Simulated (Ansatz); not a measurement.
## Ca: biaxial strain −0.42 %, plane normal [001], relaxed out of plane

Consider Ca in the fcc (Cu type) structure (space group Fm-3m, No. 225; a = 5.568 Å; relaxed with 0.1 eV smearing). Axes: x, y, z lie along the cube axes.

It is then changed as follows: biaxial strain −0.42 %, plane normal [001], relaxed out of plane (Cartesian); in-plane vectors clamped, the third vector and the atoms free.

All numbers come from r2SCAN/PAW in Ansatz (a first-principles code), scalar-relativistic without spin-orbit coupling. k-mesh 20×20×20 (Γ-centred); smearing 0.1 eV (Fermi–Dirac).

```tsv
quantity	base	changed	shift
volume per atom	43.17 Å³	43.04 Å³	-0.13 Å³
space group	Fm-3m (No. 225)	I4/mmm (No. 139)	–
shortest interatomic distance	7.441 bohr	7.410 bohr	-0.031 bohr
energy relative to the base (free energy F)	0 meV/atom	+0.1 meV/atom	+0.1 meV/atom
band gap	zero	zero	–
out-of-plane strain	–	+0.54 %	–
mean in-plane stress (compression positive)	–	+0.1 GPa	–
```

Final structure (turned so that z lies along the plane normal):

```
Ca
1.0
    3.92096     0.00000     0.00000
    0.00000     3.92096     0.00000
    1.96048    -1.96048     2.79934
Ca
1
Direct
  0.00000   0.00000   0.00000
```

Cost of the whole job for the changed cell (relaxation, final SCF and bands): about 110 core-seconds (a rough figure).

Stability against distortions was not tested.
